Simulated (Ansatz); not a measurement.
**Response to strain in MgS**

Consider MgS in the rock salt structure (space group Fm-3m, No. 225).

```yaml
crystal:
  lattice:
    - [0.00000, 2.56462, 2.56462]
    - [2.56462, 0.00000, 2.56462]
    - [2.56462, 2.56462, 0.00000]
  atoms:
    - { symbol: Mg, position: [0.00000, 0.00000, 0.00000] }
    - { symbol: S, position: [0.50000, 0.50000, 0.50000] }
```

Cartesian axes are those of the cell as printed.

Strains are applied to the cell and any free atomic positions relax; under biaxial strain the out-of-plane vector relaxes too.

Method: LDA (Ansatz, an electronic-structure program; PAW; 420 eV plane waves; without spin-orbit coupling).

Candidates:
(a) biaxial strain +1.67 %, plane normal [111], relaxed out of plane
(b) biaxial strain −2.08 %, plane normal [111], relaxed out of plane
(c) biaxial strain +0.83 %, plane normal [111], relaxed out of plane
(d) biaxial strain −0.42 %, plane normal [111], relaxed out of plane
(e) biaxial strain +0.42 %, plane normal [111], relaxed out of plane

For the base:

Band gap: 2.65 eV

### Question
Order them by band gap, lowest first.

### Answer
(a) biaxial strain +1.67 %, plane normal [111], relaxed out of plane (2.43 eV), (c) biaxial strain +0.83 %, plane normal [111], relaxed out of plane (2.54 eV), (b) biaxial strain −2.08 %, plane normal [111], relaxed out of plane (2.57 eV), (e) biaxial strain +0.42 %, plane normal [111], relaxed out of plane (2.59 eV), (d) biaxial strain −0.42 %, plane normal [111], relaxed out of plane (2.64 eV)

Stability against distortions was not tested.
